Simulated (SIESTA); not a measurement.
Band structure of Os (P6_3/mmc, 4 atoms in the cell).

```xyz
4
Lattice="2.7546 0.0000 0.0000 -1.3773 2.3855 0.0000 0.0000 0.0000 8.8629" Properties=species:S:1:pos:R:3 pbc="T T T"
Os     0.0000     0.0000     0.0000
Os     0.0000     0.0000     4.4315
Os     0.0000     1.5904     2.2157
Os     1.3773     0.7952     6.6472
```

Method of the run: GGA PBE, numerical atomic orbitals DZP, PseudoDojo PBE standard norm-conserving potentials (rewritten from UPF to PSML) (SIESTA).

Settings: XC.functional = GGA; XC.authors = PBE; potentials = PseudoDojo PBE standard; PAO.BasisSize = DZP; PAO.EnergyShift = 0.005 Ry; MeshCutoff = 400 Ry; kgrid.MonkhorstPack = 9 9 3; OccupationFunction = MP; OccupationMPOrder = 0; ElectronicTemperature = 100 meV; MaxSCFIterations = 150; SCF.Mixer.Method = Pulay; SCF.Mixer.Weight = 0.1; SCF.Mixer.History = 6.

The starting cell was generated: these elements placed on a structure prototype, without a prior relaxation; it need not be a known phase or ordering of this composition. Its lattice was rescaled by a random factor within 2.5 % of one. Spin-orbit coupling is off. Spin polarisation is off. Values carry the incompleteness of an atom-centred basis.

Levels in eV from the Fermi level, bands 29 to 34:
| point | 29 | 30 | 31 | 32 | 33 | 34 |
|---|---|---|---|---|---|---|
| Γ | -2.54 | -2.40 | -2.40 | -0.83 | -0.83 | -0.15 |
| M | -1.04 | 0.35 | 1.40 | 2.05 | 2.10 | 2.23 |
| K | -1.35 | -1.35 | 0.19 | 0.19 | 1.26 | 1.45 |
| A | -2.74 | -2.74 | -1.98 | -1.98 | -0.35 | -0.35 |
| L | -0.84 | -0.84 | 1.10 | 1.10 | 2.10 | 2.10 |
| H | -1.33 | -1.33 | -0.28 | -0.28 | 1.48 | 1.48 |

Bands cross the Fermi level along this path, so the cell is metallic at this level.

Higher empty bands are left out: an atom-centred basis made for the valence describes them poorly.
